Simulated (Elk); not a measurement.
Band structure of Li (Im-3m, 1 atom in the cell).

```
CELL_PARAMETERS angstrom
     -1.74500     1.74500     1.74500
      1.74500    -1.74500     1.74500
      1.74500     1.74500    -1.74500
ATOMIC_POSITIONS crystal
  Li 0.00000 0.00000 0.00000
```

Computed with PBE, all-electron FP-LAPW, Elk's shipped species files, APW+lo basis with extra local orbitals (Elk).

Settings: xctype = 20; rgkmax = 7.5; stype = 0; swidth = 0.00499791 Ha; ngridk = 11 11 11; gmaxvr = 14 1/bohr; nxlo = 2; lorbcnd = true; lmaxi = 3; maxscl = 100.

The starting cell has typed, rounded lattice constants, without a prior relaxation at this level. Values depend on the basis (sphere radii, cutoffs, local orbitals), which need not be converged.

Levels in eV from the Fermi level, bands 1 to 5:
```csv
point,1,2,3,4,5
Γ,-46.63,-3.50,13.74,13.74,13.74
H,-46.60,5.23,5.23,5.23,7.66
N,-46.61,0.23,3.06,9.78,11.28
P,-46.61,3.26,3.26,3.26,7.81
```

Bands cross the Fermi level along this path, so the cell is metallic at this level.
